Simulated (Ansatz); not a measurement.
Results of LDA (Ansatz, a program for electronic structure, plane waves, PAW) for SrHfN2 (R-3m, No. 166, 4 atoms in the cell; start mp-9383).

Settings: plane-wave cutoff 520 eV, 12×12×12 k mesh, Fermi–Dirac smearing 0.01 eV, scalar-relativistic PAW data made under PBE.

Cell (relaxed with PBEsol):

```
HfSrN2
1.0
    1.65982     0.95830     5.86088
   -1.65982     0.95830     5.86088
    0.00000    -1.91660     5.86088
Sr Hf N
1 1 2
Cartesian
  0.00000   0.00000   0.00000
  0.00000   0.00000   8.79132
  0.00000   0.00000   4.09904
  0.00000   0.00000  13.48359
```

Problem. Predict the band gap, smallest direct gap on the k points sampled and direct gap at Γ.

Solution. 
* **band gap**: 0.14 eV
* **smallest direct gap on the k points sampled**: 0.70 eV
* **direct gap at Γ**: 2.30 eV

Note: cell and atoms aren't relaxed at this level (largest force component 0.12 eV/Å, pressure -4.5 GPa).

Spin–orbit coupling is not included; it can close the smallest gap of 0.14 eV.

A start named mp-… is a Materials Project structure, which need not be a measured phase.
